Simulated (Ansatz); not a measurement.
# Sn, element substitutions

The parent structure is Sn (space group I4_1/amd, No. 141).

```xyz
2
Lattice="-2.9165 2.9165 1.5790 2.9165 -2.9165 1.5790 2.9165 2.9165 -1.5790" Properties=species:S:1:pos:R:3 pbc="T T T"
Sn     0.0000     2.9165     0.7895
Sn     0.0000     0.0000     0.0000
```

Each row replaces one element on all its sites; cell and atoms are relaxed.

Computed with Ansatz (an electronic-structure program), PBEsol, PAW, cutoff 420 eV, scalar-relativistic without spin-orbit coupling.

| case | c/a ratio | shortest interatomic distance |
|---|---|---|
| base | 0.541 | 3.021 Å |
| Sn → Zn | … | 2.501 Å |
| Sn → Ge | 0.547 | 2.653 Å |
| Sn → In | 0.527 | … |

Q: Some entries are withheld; estimate them.

A: 
- Sn → Zn, c/a ratio: 0.493
- Sn → In, shortest interatomic distance: 3.035 Å

Whether these cells are dynamically stable was not tested. As relaxed here, Zn and In are hypothetical phases, not in the database extracts checked. For Ge in this form, whether it has been made was not checked. This is not the structure that Ge has at room temperature and ambient pressure.
